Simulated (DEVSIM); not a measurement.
Structure: abrupt GaAs p-n junction, at 350 K.

```
layer (left to right)  material  thickness (μm)  Nd (cm⁻³)  Na (cm⁻³)   τn (s)   τp (s)
---------------------  --------  --------------  ---------  ---------  -------  -------
1                          GaAs            6.60          -     1.9e16  3.1e-10  3.1e-10
2                          GaAs             120     1.3e15          -  3.1e-10  3.1e-10
```

Left contact: ohmic. Right contact: ohmic. Voltage is applied to the left contact. Recombination: SRH at mid-gap, radiative. Mobility is μmin + (μ − μmin)/(1 + (N/Nref)^α).

Constants are typed, rounded textbook-type inputs, not results; the design itself was drawn at random and stands for no fabricated device. Values at 300 K; Nc and Nv go as T^1.5, mobilities as T to minus their exponent, the gap by Varshni's rule with the affinity fixed.

| parameter | GaAs |
|---|---|
| gap (eV) | 1.424 |
| affinity (eV) | 4.07 |
| permittivity | 12.9 |
| Nc (cm⁻³) | 4.7e17 |
| Nv (cm⁻³) | 9e18 |
| μn (cm²/Vs) | 8500 |
| μp (cm²/Vs) | 400 |
| μn,min | 500 |
| μp,min | 20 |
| Nref,n | 6e16 |
| Nref,p | 1.5e17 |
| αn | 0.39 |
| αp | 0.38 |
| T exponent of μn | 2.1 |
| T exponent of μp | 2.2 |
| B (cm³/s) | 2e-10 |
| Varshni α (eV/K) | 0.000541 |
| Varshni β (K) | 204 |

DEVSIM, 1D drift-diffusion, Boltzmann statistics, complete ionisation; no tunnelling, impact ionisation, image-force lowering or self-heating.

Problem. Tabulate band edges, carrier densities and field at zero bias.

Solution. Energies count from the Fermi level of the right contact; mesh points crowd at the junctions.

```tsv
x (μm)	Ec (eV)	Ev (eV)	n (cm⁻³)	p (cm⁻³)	field (V/cm)
0.000	1.208	-0.193	< 1e2	1.9e16	≈ 0
0.04803	1.208	-0.193	< 1e2	1.9e16	≈ 0
0.2004	1.208	-0.193	< 1e2	1.9e16	≈ 0
0.6464	1.208	-0.193	< 1e2	1.9e16	≈ 0
2.860	1.208	-0.193	< 1e2	1.9e16	≈ 0
5.367	1.208	-0.193	< 1e2	1.9e16	≈ 0
6.203	1.208	-0.193	< 1e2	1.9e16	≈ 0
6.526	1.193	-0.208	< 1e2	1.1e16	-4300
6.593	1.129	-0.272	< 1e2	1.4e15	-17000
6.630	1.062	-0.339	310	1.5e14	-18000
6.739	0.881	-0.520	120000	3.6e11	-16000
7.316	0.285	-1.116	4.6e13	970	-5100
8.802	0.185	-1.216	1.3e15	< 1e2	≈ 0
13.27	0.185	-1.216	1.3e15	< 1e2	≈ 0
36.89	0.185	-1.216	1.3e15	< 1e2	≈ 0
86.71	0.185	-1.216	1.3e15	< 1e2	≈ 0
113.4	0.185	-1.216	1.3e15	< 1e2	≈ 0
122.4	0.185	-1.216	1.3e15	< 1e2	≈ 0
125.7	0.185	-1.216	1.3e15	< 1e2	≈ 0
126.3	0.185	-1.216	1.3e15	< 1e2	≈ 0
126.5	0.185	-1.216	1.3e15	< 1e2	≈ 0
126.6	0.185	-1.216	1.3e15	< 1e2	≈ 0
```
